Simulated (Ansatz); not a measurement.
# A constructed model of the (111) surface of fcc Ir, (√3x√3)R30° layer of Bi, one a cell, in the other hollow (bottom of the slab: a bare face, its two planes held)

Computed with PBE (plane waves to 420 eV, PAW; Ansatz, a first-principles code).

Model: 19-atom slab, 13.7 Å thick at the start, 9x9x1 mesh, Fermi-Dirac 0.1 eV, dipole correction, 6 atoms held, the rest relaxed; symmetry of the start imposed; no spin, no spin-orbit, no U. In PBE it lies 0.02 eV a 1x1 cell over the lowest computed structure of the same composition ((√3x√3)R30° layer of Bi, one a cell, on the site that continues the host's stacking).

```yaml
work_function_of_the_top_face: 3.75 eV
energy_released_by_relaxation: 0.57 eV
cost: very roughly 9 core-minutes
```
